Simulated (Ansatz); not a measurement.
Consider WSe$_{2}$ (space group Fm-3m, No. 225; ferromagnetic; a hypothetical phase, not in the database extracts checked).

```yaml
crystal:
  lattice:
    - [0.00000, 3.13068, 3.13068]
    - [3.13068, 0.00000, 3.13068]
    - [3.13068, 3.13068, 0.00000]
  atoms:
    - { symbol: W, position: [0.00000, 0.00000, 0.00000] }
    - { symbol: Se, position: [0.25000, 0.25000, 0.25000] }
    - { symbol: Se, position: [0.75000, 0.75000, 0.75000] }
```

The other end (x = 1) is WBr2 (space group Fm-3m, No. 225; a hypothetical phase, not in the database extracts checked): 20.81 Å³/atom, gap 1.08 eV; this end may not be an ambient phase.

Calculations: r2SCAN, PAW, 500 eV (Ansatz, a program for electronic structure; without spin-orbit coupling), earlier PAW set.

Br replaces a fraction x of Se; each row is one arrangement (x, atoms in the cell, starting space group or random), fully relaxed.

One change was made to it. Results:

```tsv
quantity	base	after
mixing energy (to 0.01 eV only: unlike meshes or grids) (against an end that may be hypothetical)	–	+0.02 eV/atom
shortest interatomic distance	2.711 Å	2.664 Å
magnetic state	ferromagnetic	ferromagnetic
```

**Question.** Name the change that was made.
A) x(Br) = 0.5, 6 atoms, P4/nmm
B) x(Br) = 0.75, 6 atoms, P-4m2
C) x(Br) = 0.5, 6 atoms, P4_2/mmc

**Answer.** B, x(Br) = 0.75, 6 atoms, P-4m2. For comparison, the mixing energy in the other runs: x(Br) = 0.5, 6 atoms, P4/nmm gives -0.05 eV/atom; x(Br) = 0.5, 6 atoms, P4_2/mmc gives +0.08 eV/atom.

The magnetic state is the one reached from the starting moments; the real material's order can differ, and small cells can't hold many antiferromagnetic ones. Each cell is one ordered arrangement of few atoms, which overstates ordering effects compared with a random alloy. Spin-orbit coupling, missing from the scalar runs, can matter with W. No phonon test of stability was made. No Hubbard U is applied, and correlation can decide whether such a compound is a metal.
